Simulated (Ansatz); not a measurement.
## Effect of pressure 0.3 GPa on NaOH

Take NaOH (space group P2_1, No. 4; a = 3.493 Å, b = 3.394 Å, c = 5.094 Å, α = 90.00°, β = 106.12°, γ = 90.00°; a cell from a computed database, its experimental status unchecked) as the base.

It is then changed as follows: a hydrostatic pressure of 0.3 GPa.

All numbers come from DFT with PBEsol, PAW potentials and a 420 eV plane-wave cutoff in Ansatz (a first-principles code), without spin-orbit coupling. Γ-centred 10×10×7 mesh, Fermi–Dirac width 0.05 eV.

The volume per atom drops by 0.074 Å³ to 9.59 Å³ and the density rises by 0.02 g/cm³ (2.29 g/cm³ → 2.31 g/cm³). The enthalpy H = E + PV relative to the base's energy comes out as +0.02 eV/atom and the band gap goes up by 0.05 eV to 3.68 eV. The gap character stays indirect, B → Γ and the smallest direct gap rises by 0.04 eV to 3.80 eV. The width of the top valence band remains 0.87 eV.

Final structure:

```yaml
crystal:
  lattice:
    - [3.48682, 0.00000, 0.00697]
    - [0.00000, 3.38992, 0.00000]
    - [-1.40252, 0.00000, 4.86710]
  atoms:
    - { symbol: Na, position: [0.16647, 0.79583, 0.29852] }
    - { symbol: Na, position: [0.83353, 0.29583, 0.70148] }
    - { symbol: H, position: [0.46064, 0.93812, 0.93408] }
    - { symbol: H, position: [0.53936, 0.43812, 0.06592] }
    - { symbol: O, position: [0.34153, 0.76600, 0.77413] }
    - { symbol: O, position: [0.65847, 0.26600, 0.22587] }
```

Load acts through the strain it causes; cell and atoms are relaxed under it. Whether these cells are dynamically stable was not tested.
